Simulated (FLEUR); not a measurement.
FLEUR run on Sn (Im-3m, 1 atom in the cell): self-consistent single point.

Level of theory: LDA (Perdew-Zunger), all-electron FLAPW (FLEUR), scalar-relativistic valence.

```yaml
crystal:
  lattice:
    - [-1.88897, 1.88897, 1.88897]
    - [1.88897, -1.88897, 1.88897]
    - [1.88897, 1.88897, -1.88897]
  atoms:
    - { symbol: Sn, position: [0.00000, 0.00000, 0.00000] }
```

Reference input (self-consistent single point, DFT, LDA (Perdew-Zunger), all-electron FLAPW (FLEUR), scalar-relativistic valence): Kmax = 3.8 1/bohr; GmaxXC = 15.2 1/bohr; xcFunctional = pz; jspins = 1; l_soc = F; mode = hist; fermiSmearingEnergy = 0.00367493 Htr; mesh (inpgen div1-3) = 8 8 8; inpgen gamma flag = true; Gmax = 15.2 1/bohr; numbands = 0; maxIterBroyd = 15. This run's input differs from it in these lines:

```diff
@@ -14,3 +14,3 @@
 &exco xctyp='pz' /
-&kpt div1=8 div2=8 div3=8 gamma=t /
+&kpt div1=4 div2=4 div3=4 gamma=t /
 &end /
```

Output, abridged:

```
      Welcome to FLEUR        (www.flapw.de)
      MaX-Release 8.1          (www.max-centre.eu)

 ========== k-point set info ==========
 Selected k-point list: default-1
 k-point list type: mesh
 4 x 4 x 4
 Number of k points: 8

 ------------Calculation Setup---------------------------
           1           2           4           8
 Number of basis functions:          183
 Instability in determination of fermi-level,
 doubled temperature broading to continue
 Instability in determination of fermi-level,
 doubled temperature broading to continue
 Instability in determination of fermi-level,
 doubled temperature broading to continue
 Instability in determination of fermi-level,
 doubled temperature broading to continue
 Instability in determination of fermi-level,
 doubled temperature broading to continue
 Instability in determination of fermi-level,
 doubled temperature broading to continue
 Instability in determination of fermi-level,
 doubled temperature broading to continue
 Instability in determination of fermi-level,
 doubled temperature broading to continue
 Instability in determination of fermi-level,
 doubled temperature broading to continue
 Instability in determination of fermi-level,
 doubled temperature broading to continue
 Instability in determination of fermi-level,
 doubled temperature broading to continue
 Instability in determination of fermi-level,
 doubled temperature broading to continue
 Instability in determination of fermi-level,
 doubled temperature broading to continue
 Instability in determination of fermi-level,
 doubled temperature broading to continue
 Instability in determination of fermi-level,
 doubled temperature broading to continue
 Instability in determination of fermi-level,
 doubled temperature broading to continue
 Instability in determination of fermi-level,
 doubled temperature broading to continue
 Instability in determination of fermi-level,
 doubled temperature broading to continue
 Instability in determination of fermi-level,
 doubled temperature broading to continue
 Instability in determination of fermi-level,
 doubled temperature broading to continue
 Instability in determination of fermi-level,
 doubled temperature broading to continue
**************FLEUR-Error*****************
Error message: Determination of fermi-level did not converge
Error occurred in subroutine: ef_newton
Hint: change temp. broad., set gauss = T, or use finer k mesh
Error from PE:0/1
 Last known location:
```

The program stopped with an error. 

The starting cell comes from a database of computed structures (which also holds hypothetical and non-ambient phases and stackings), without a prior relaxation at this level. Its lattice was rescaled by up to half a per cent. Values depend on the basis (sphere radii, cutoffs, local orbitals), which need not be converged.
